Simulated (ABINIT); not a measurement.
Input and output of a self-consistent single point for SrAlGe (P1, 3 atoms in the cell) (ABINIT).

Method of the run: PBEsol, norm-conserving pseudopotentials (PseudoDojo nc-sr-04 PBEsol standard) (plane waves; ABINIT 10.0.3).

The change in words: atoms moved at random. Reference geometry:
```
CELL_PARAMETERS angstrom
      4.29652     0.00000     0.00000
     -2.14826     3.72090     0.00000
      0.00000     0.00000     4.77902
ATOMIC_POSITIONS crystal
  Sr 0.00000 0.00000 0.00000
  Al 0.66667 0.33333 0.50000
  Ge 0.33333 0.66667 0.50000
```

Reference input (self-consistent single point, DFT, PBEsol, plane waves, norm-conserving pseudopotentials (PseudoDojo nc-sr-04 PBEsol standard)): pseudos = [Sr.upf, Al.upf, Ge.upf]; ecut = 1061 eV; occopt = 3; tsmear = 0.05 eV; ngkpt = 6 6 5; nshiftk = 1; shiftk = 0 0 0; potentials = PseudoDojo nc-sr-04 PBEsol standard; nband = 19; kptopt = 1; nstep = 100; toldfe = 1e-09 Ha. This run's input differs from it in these lines:

```diff
@@ -3,6 +3,6 @@
 pseudos "Sr.upf, Al.upf, Ge.upf"
-acell 4.2965197299 4.2965197299 4.7790200000 Angstrom
+acell 4.2965200000 4.2965195948 4.7790200000 Angstrom
 rprim
-         1.0000000000    0.0000000146    0.0000000000
-        -0.5000000126    0.8660253965    0.0000000000
+         1.0000000000    0.0000000000    0.0000000000
+        -0.5000000472    0.8660253766    0.0000000000
          0.0000000000    0.0000000000    1.0000000000
@@ -13,5 +13,5 @@
 xred
-         0.0000000000    0.0000000000    0.0000000000
-         0.6666666667    0.3333333333    0.5000000000
-         0.3333333333    0.6666666667    0.5000000000
+         0.0030630000    0.9997110000    0.9970770000
+         0.6614390000    0.3392610000    0.5054130000
+         0.3354990000    0.6610290000    0.4975100000
 ecut 1061 eV
```

The program printed (abridged):

```
--- !BeginCycle
solver: {iscf: 7, nstep: 100, nline: 4, wfoptalg: 0, }
tolerances: {toldfe: 1.00E-09, }
...

     iter   Etot(hartree)      deltaE(h)  residm     vres2
 ETOT  1  -123.98507988632    -1.240E+02 9.442E-01 4.552E+02
 ETOT  2  -125.64028754972    -1.655E+00 7.671E-02 1.111E+03
 ETOT  3  -125.74479459814    -1.045E-01 1.227E-02 2.563E+02
 ETOT  4  -125.77267270631    -2.788E-02 1.975E-02 1.747E+01
 ETOT  5  -125.77464544421    -1.973E-03 3.202E-03 2.434E-01
   [... 2 lines left out ...]
 ETOT  8  -125.77467117959    -8.726E-08 8.205E-04 4.930E-05
 ETOT  9  -125.77467118511    -5.517E-09 1.445E-03 4.558E-06
 ETOT 10  -125.77467118558    -4.737E-10 6.907E-04 8.571E-09
 ETOT 11  -125.77467118558     3.837E-13 1.086E-03 6.778E-10
 At SCF step   11, etot is converged :
  for the second time, diff in etot=  3.837E-13 < toldfe=  1.000E-09

 Cartesian components of stress tensor (hartree/bohr^3)
  sigma(1 1)=  1.06434194E-07  sigma(3 2)=  5.28275558E-07
  sigma(2 2)=  4.19153957E-05  sigma(3 1)= -4.13126296E-07
  sigma(3 3)=  6.76040666E-05  sigma(2 1)=  2.71888230E-05

 ----iterations are completed or convergence reached----

 reduced coordinates (array xred) for    3 atoms
       0.003063000000      0.999711000000      0.997077000000
       0.661439000000      0.339261000000      0.505413000000
       0.335499000000      0.661029000000      0.497510000000
 cartesian forces (eV/Angstrom) at end:
    1     -0.06238010992182     0.00998103082307     0.08028102508001
    2      0.55671956589934    -0.38006791251097    -0.05070789919120
   [... lines left out ...]
 Fermi (or HOMO) energy (hartree) =   0.21460   Average Vxc (hartree)=  -0.35220
   [... lines left out ...]
total_energy        : -1.25774671185584E+02
total_energy_eV     : -3.42250285749620E+03
band_energy         : -1.09036897681646E+01
...

-Cartesian components of stress tensor (GPa)         [Pressure= -1.0751E+00 GPa]
- sigma(1 1)=  3.13140158E-03  sigma(3 2)=  1.55424009E-02
- sigma(2 2)=  1.23319331E+00  sigma(3 1)= -1.21545932E-02
- sigma(3 3)=  1.98897997E+00  sigma(2 1)=  7.99922656E-01

 Calculation completed.
```

The run converged in 11 iterations. Against the reference run the free energy rises by 8.0 meV/atom, the pressure goes from -1.20 to -1.08 GPa and the largest force goes from 0.000 to 0.676 eV/Å.

The starting cell comes from a database of computed structures (which also holds hypothetical and non-ambient phases and stackings), without a prior relaxation at this level. For this run, on top of that: atoms moved at random.

Cost on one core of a shared machine: roughly 5 min.
